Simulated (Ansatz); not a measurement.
The starting structures come from a database of crystals and need not be the phases stable at ambient conditions.

 Where the default PAW files enter, the runs use the earlier of Ansatz's two default sets.

Tunnelling through a barrier is set by its complex band structure: the current falls as exp(−2κd) with the smallest κ.

Input:

```xyz
6
Lattice="4.2944 0.0000 0.0000 0.0000 4.2944 0.0000 0.0000 0.0000 8.1885" Properties=species:S:1:pos:R:3 pbc="T T T"
Sr     0.0000     2.1472     1.2781
Sr     2.1472     0.0000     6.9104
H      2.1472     2.1472     0.0000
H      0.0000     0.0000     0.0000
I      0.0000     2.1472     5.4432
I      2.1472     0.0000     2.7453
```

Space group of this cell: P4/nmm. The cell was relaxed by PBE-D3(BJ); by r2SCAN its mean pressure is 1.4 GPa.

Transport runs along the normal of the first two printed cell vectors, the (001) plane of the conventional cell.

The gap is the functional's own, uncorrected, and κ follows it; spin-orbit coupling is left out. Mid-gap values are interpolated between the computed energies.

### Question
Estimate the band gap and the smallest decay constant κ at mid-gap that Ansatz (a first-principles code) with r2SCAN returns for this system.

### Answer
Gap 3.66 eV on a 8×8×4 mesh; κ = 0.310 1/Å, at the zone centre.
